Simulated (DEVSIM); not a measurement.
Device: abrupt Ge p-n junction, at 300 K.

| layer (left to right) | material | thickness (μm) | Nd (cm⁻³) | Na (cm⁻³) | τn (s) | τp (s) |
|---|---|---|---|---|---|---|
| 1 | Ge | 6.00 | - | 1.6e15 | 2.2e-6 | 2.2e-6 |
| 2 | Ge | 0.130 | 5.2e15 | - | 2.2e-6 | 2.2e-6 |

Left contact: ohmic. Right contact: ohmic. Voltage is applied to the left contact. Recombination: SRH at mid-gap, radiative, Auger. Mobility is μmin + (μ − μmin)/(1 + (N/Nref)^α).

The device is made up for the run: typed textbook-type constants, with dimensions and the other settings drawn at random. Values at 300 K.

| parameter | Ge |
|---|---|
| gap (eV) | 0.664 |
| affinity (eV) | 4 |
| permittivity | 16 |
| Nc (cm⁻³) | 1.04e19 |
| Nv (cm⁻³) | 6e18 |
| μn (cm²/Vs) | 3900 |
| μp (cm²/Vs) | 1900 |
| μn,min | 150 |
| μp,min | 100 |
| Nref,n | 2.6e17 |
| Nref,p | 4e17 |
| αn | 0.56 |
| αp | 0.6 |
| B (cm³/s) | 6.4e-14 |
| Cn (cm⁶/s) | 1e-31 |
| Cp (cm⁶/s) | 1e-31 |

DEVSIM, 1D drift-diffusion, Boltzmann statistics, complete ionisation; no tunnelling, impact ionisation, image-force lowering or self-heating.

### Question
Tabulate band edges, carrier densities and field at zero bias.

### Answer
Energies count from the Fermi level of the right contact; mesh points crowd at the junctions.

```
x (μm)   Ec (eV)  Ev (eV)  n (cm⁻³)  p (cm⁻³)  field (V/cm)
-------  -------  -------  --------  --------  ------------
0.000      0.451   -0.213    2.7e11    1.6e15           ≈ 0
0.01846    0.451   -0.213    2.7e11    1.6e15           ≈ 0
0.05099    0.451   -0.213    2.7e11    1.6e15           ≈ 0
0.1031     0.451   -0.213    2.7e11    1.6e15           ≈ 0
0.2505     0.451   -0.213    2.7e11    1.6e15           ≈ 0
0.4600     0.451   -0.213    2.7e11    1.6e15           ≈ 0
0.8294     0.451   -0.213    2.7e11    1.6e15           ≈ 0
1.745      0.451   -0.213    2.7e11    1.6e15           ≈ 0
3.000      0.451   -0.213    2.7e11    1.6e15           ≈ 0
4.309      0.451   -0.213    2.7e11    1.6e15           ≈ 0
5.011      0.451   -0.213    2.7e11    1.6e15           -13
5.555      0.438   -0.226    4.5e11    9.6e14         -1000
5.758      0.396   -0.268    2.3e12    1.9e14         -3400
5.873      0.346   -0.318    1.6e13    2.7e13         -5400
5.951      0.298   -0.366    1.0e14    4.3e12         -6800
5.983      0.275   -0.389    2.5e14    1.8e12         -7500
6.000      0.262   -0.402    4.1e14    1.1e12         -7800
6.015      0.251   -0.413    6.3e14    6.9e11         -7000
6.049      0.230   -0.434    1.4e15    3.1e11         -5400
6.082      0.214   -0.450    2.6e15    1.7e11         -4200
6.108      0.204   -0.460    3.9e15    1.1e11         -3600
6.130      0.197   -0.468    5.2e15    8.4e10         -3500
```
